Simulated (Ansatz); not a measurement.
The reference is TiO2 in the anatase structure (space group I4_1/amd, No. 141).

```
TiO2
1.0
   -1.89941     1.89941     4.85035
    1.89941    -1.89941     4.85035
    1.89941     1.89941    -4.85035
Ti O
2 4
Direct
  0.75000   0.25000   0.50000
  0.00000   0.00000   0.00000
  0.54355   0.04355   0.50000
  0.79355   0.79355   0.00000
  0.20645   0.20645   0.00000
  0.95645   0.45645   0.50000
```

Cartesian axes are those of the cell as printed.

Method: PBE (Ansatz, an electronic-structure program; PAW; 420 eV plane waves; spin-orbit coupling left out).

Perturbation: uniaxial strain ε_zz = −1.20 %, all other strain components held at zero; the atoms relax in the strained cell.

Q: Predict the stress tensor and what it implies for the stiffness.

A: Stress of the strained cell less that of the base (GPa, compression positive):
```
   1.72    0.00    0.00
   0.00    1.72    0.00
   0.00    0.00    2.34
```

Then −Δσ_ii/ε with ε = -0.0120 gives relaxed-ion elastic constants: C33 ≈ 195 GPa, C13 ≈ 144 GPa and C23 ≈ 144 GPa.

Stability against distortions was not tested. The final runs are not spin-polarised.
